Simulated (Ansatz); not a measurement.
Ansatz (an electronic-structure program) run on LiNiS2 (P1, 8 atoms in the cell): self-consistent single point.

Level of theory: PBEsol, PAW files made with PBE (plane waves; Ansatz).

The change in words: atoms moved at random. Reference geometry:
```
LiNiS2
1.0
    5.77262     0.00000     0.00000
    0.00000     3.43378     0.00000
   -0.00829     0.00000     5.94827
Li Ni S
2 2 4
Direct
  0.50000   0.25785   0.75000
  0.50000   0.74215   0.25000
  0.00000   0.74624   0.25000
  0.00000   0.25376   0.75000
  0.21131   0.24667   0.41869
  0.78869   0.75333   0.58131
  0.78869   0.24667   0.08131
  0.21131   0.75333   0.91869
```

Reference input (self-consistent single point, DFT, PBEsol, plane waves, PAW files made with PBE): basis.ecutwfc = 420 eV; kpoints.mp_grid.grid = 4 7 4; hamiltonian.xc = pbesol; hamiltonian.pseudopotentials = {kind: paw} (the program's default PAW files); scf.occupations.method = gaussian; scf.occupations.width = 0.136 eV. This run's input differs from it in these lines:

Ansatz 0.2 input:
```diff
@@ -6,10 +6,10 @@
   atoms:
-    - { symbol: Li, position: [0.500000, 0.257850, 0.750000] }
-    - { symbol: Li, position: [0.500000, 0.742150, 0.250000] }
-    - { symbol: Ni, position: [0.000000, 0.746240, 0.250000] }
-    - { symbol: Ni, position: [0.000000, 0.253760, 0.750000] }
-    - { symbol: S, position: [0.211310, 0.246670, 0.418690] }
-    - { symbol: S, position: [0.788690, 0.753330, 0.581310] }
-    - { symbol: S, position: [0.788690, 0.246670, 0.081310] }
-    - { symbol: S, position: [0.211310, 0.753330, 0.918690] }
+    - { symbol: Li, position: [0.500068, 0.248613, 0.750220] }
+    - { symbol: Li, position: [0.502993, 0.758652, 0.246279] }
+    - { symbol: Ni, position: [0.005044, 0.746169, 0.250256] }
+    - { symbol: Ni, position: [0.005594, 0.261272, 0.754376] }
+    - { symbol: S, position: [0.201842, 0.224862, 0.415507] }
+    - { symbol: S, position: [0.776949, 0.770085, 0.583390] }
+    - { symbol: S, position: [0.792880, 0.238138, 0.085729] }
+    - { symbol: S, position: [0.214629, 0.752210, 0.914243] }
 basis:
```

The program printed (abridged):

```
SCF iter   1: F=—  HF=-15568.827782 eV  |F-HF|=—  |Δ(HF+E_count)|=         —  Δρ=2.43e-1  dr2=5.80e1  ethr=3.10e-3  ⟨swp⟩=8.3  Hψ=11021  notcnv=0  defer=29
all-band conjugate gradients solve this SCF's bands
preconditioner: auto → Kerker (q_TF=auto, 2.477 Å⁻¹)
SCF iter   2: F=—  HF=-15562.016663 eV  |F-HF|=—  |Δ(HF+E_count)|=    6.81e0  Δρ=7.43e-2  dr2=2.43e0  ethr=3.10e-3  ⟨swp⟩=4.0  Hψ=6121  notcnv=0  defer=80
   [... lines left out ...]
SCF iter   9: F=—  HF=-15560.968777 eV  |F-HF|=—  |Δ(HF+E_count)|=   3.58e-5  Δρ=2.44e-4  dr2=5.82e-5  ethr=8.61e-7  ⟨swp⟩=1.0  Hψ=2307  notcnv=0  defer=70
SCF iter  10: F=—  HF=-15560.968678 eV  |F-HF|=—  |Δ(HF+E_count)|=   9.85e-5  Δρ=3.59e-5  dr2=1.10e-6  ethr=8.82e-8  ⟨swp⟩=2.0  Hψ=2900  notcnv=0  defer=70
SCF iter  11: F=—  HF=-15560.968679 eV  |F-HF|=—  |Δ(HF+E_count)|=   1.25e-7  Δρ=1.87e-5  dr2=4.42e-7  ethr=1.67e-9  ⟨swp⟩=2.4  Hψ=4066  notcnv=0  defer=70
SCF iter  12: F=-15560.968678 eV  HF=-15560.968679 eV  |F-HF|=6.06e-8  |Δ(HF+E_count)|=   1.98e-8  Δρ=9.31e-6  dr2=6.15e-8  ethr=1.52e-10  ⟨swp⟩=11.9  Hψ=12555  notcnv=0
SCF 1 converged in 12 iterations: F = -15560.968678 eV  dr2 = 6.15e-8
Free energy (F): -15560.968678 eV
Internal energy: -15560.912157 eV  (E = F + TS)
E sigma→0 (E₀):  -15560.940418 eV
Entropy (-TS):   -0.056522 eV (-7.065 meV/atom)
Fermi energy:    8.448958 eV
--- Forces (eV/Å), atoms counted from 1 ---
  atom   1  Li     0.03295646     0.04289279    -0.01882884
  atom   2  Li    -0.01432132    -0.08044114     0.03020115
  atom   3  Ni    -0.41877079    -0.44644669    -0.06757451
  atom   4  Ni    -0.42255634    -0.18579551    -0.24371620
  atom   5  S     -0.03315333     0.58666838     0.16527989
  atom   6  S      0.67916743    -0.23257581     0.13839812
  atom   7  S      0.41882194     0.31665769    -0.09177074
  atom   8  S     -0.24212447    -0.00095019     0.08800784
--- Stress (GPa, compression-positive) ---
       -4.108599       0.416233       0.126472
        0.416232      -4.398433       0.126074
        0.126475       0.126073      -4.546537
  P = ⅓ Tr σ = -4.3512 GPa (-43.512 kbar)
  The stress holds the Pulay correction. Without it, at fixed plane waves, as pw.x and ABINIT print it: P = -4.3849 GPa
```

The run converged in 12 iterations. Against the reference run the free energy rises by 9.5 meV/atom, the pressure goes from -4.53 to -4.35 GPa and the largest force goes from 0.357 to 0.731 eV/Å.

The starting cell comes from a database of computed structures (which also holds hypothetical and non-ambient phases and stackings), without a prior relaxation at this level. Its lattice was rescaled by a random factor within 2.5 % of one. For this run, on top of that: atoms moved at random. Spin polarisation is off, so a magnetic state, if there is one, cannot be reached. With a pressure of about -4 GPa the cell is away from its equilibrium volume at this level. Ansatz's pressure includes its estimate of the finite-basis (Pulay) stress.
